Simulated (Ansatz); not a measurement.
# A series of runs on Na₂Al (Fd-3m, 6 atoms in the cell)

```
CELL_PARAMETERS angstrom
      0.00000     4.83462     4.83462
      4.83462     0.00000     4.83462
      4.83462     4.83462     0.00000
ATOMIC_POSITIONS crystal
  Na 0.12500 0.12500 0.12500
  Na 0.62500 0.12500 0.12500
  Na 0.12500 0.62500 0.12500
  Na 0.12500 0.12500 0.62500
  Al 0.75000 0.75000 0.75000
  Al 0.50000 0.50000 0.50000
```

Base run A: PBEsol, default PAW files made with PBE (Ansatz, a quantum-chemistry and plane-wave program), self-consistent single point.

Its settings: basis.ecutwfc = 420 eV; kpoints.mp_grid.grid = 6 6 6; hamiltonian.xc = pbesol; hamiltonian.pseudopotentials = {kind: paw} (the program's default PAW files); scf.occupations.method = fermi_dirac; scf.occupations.width = 0.1 eV.

The starting cell was generated: these elements placed on a structure prototype, without a prior relaxation; it need not be a known phase or ordering of this composition. Its lattice was rescaled by a random factor within 2.5 % of one. Ansatz's pressure includes its estimate of the finite-basis (Pulay) stress.

ΔF is the free energy per atom less that of run A. 

The first pressure column holds Ansatz's estimate of the finite-basis (Pulay) stress, which hides part of the cutoff error; the other is without it.

In some runs the Pulay estimate is large (up to 9 GPa), a sign of a cutoff far from converged.

Run A gave: pressure (GPa) -2.78; pressure at a fixed set of plane waves (GPa) -2.79.

Runs:
- B: lattice scaled by 0.97
- C: lattice scaled by 0.97; basis.ecutwfc: 420 eV → 250 eV
- D: lattice scaled by 0.985
- E: lattice scaled by 0.985; basis.ecutwfc: 420 eV → 250 eV
- F: lattice scaled by 1.015
- G: lattice scaled by 1.015; basis.ecutwfc: 420 eV → 250 eV
- H: lattice scaled by 1.03
- I: lattice scaled by 1.03; basis.ecutwfc: 420 eV → 250 eV
- J: basis.ecutwfc: 420 eV → 250 eV

Q: What does run B change against A?

A: The free energy drops by 55.6 meV/atom and the pressure goes from -2.78 to -2.60 GPa.

Q: What does run H change against A?

A: The free energy goes up by 61.3 meV/atom and the pressure moves little (-2.78 to -2.83 GPa).

Q: What does run C change against A?

A: The free energy rises by 239 meV/atom and the pressure goes from -2.78 to -2.62 GPa.

| run | ΔF (meV/atom) | pressure (GPa) | pressure at a fixed set of plane waves (GPa) |
|---|---|---|---|
| A | 0.00 | -2.78 | -2.79 |
| B | -55.6 | -2.60 | -2.60 |
| C | 238.8 | -2.62 | -11.65 |
| D | -28.7 | -2.71 | -2.72 |
| E | 266.2 | -2.76 | -11.37 |
| F | 30.1 | -2.82 | -2.82 |
| G | 327.7 | -2.86 | -10.79 |
| H | 61.3 | -2.83 | -2.83 |
| I | 356.7 | -2.85 | -10.40 |
| J | 295.4 | -2.83 | -11.07 |

Keys are those of Ansatz 0.2.
